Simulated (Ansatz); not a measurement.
Fluorite HfO2 (high-temperature phase) was calculated with r²SCAN (Ansatz, a program for electronic structure, PAW).

Numerical settings: plane-wave cutoff 600 eV, 8×8×8 k mesh, scalar-relativistic PAW data made under PBE.

Cell (relaxed at this level):

HfO$_{2}$ is modelled in the cubic space group Fm-3m (No. 225), the fluorite structure, Pearson symbol cF12. Cell: a = b = c = 5.058 Å, α = β = γ = 90.00°. Hf on 4a is coordinated by 8 O at 2.190 Å (cubic). O on 8c is surrounded by 4 Hf at 2.190 Å (tetrahedral). (Neighbours: up to the widest gap in distance over summed covalent radii, below 1.35, at either atom; cation-cation and far metal-metal contacts left out.)
(The calculation used a cell of 3 atoms; values per cell refer to that cell.)

Problem. Give the computed elastic constant C11, Voigt–Reuss–Hill bulk modulus, elastic constant C12, Poisson ratio, polycrystal shear modulus (Hill average) and elastic constant C44.

Solution. 
- elastic constant C11: 599 GPa
- Voigt–Reuss–Hill bulk modulus: 271 GPa
- elastic constant C12: 107 GPa
- Poisson ratio: 0.303
- polycrystal shear modulus (Hill average): 123 GPa
- elastic constant C44: 74.1 GPa

Note: symmetry holds this phase in the static calculation, where it need not be a minimum; held by symmetry at 0 K, a high-temperature phase can be a saddle point.

Elastic constants are with the ions relaxed.

Spin–orbit coupling is not included.

Computed values are for the static lattice.

The result took very roughly 120 core-seconds.
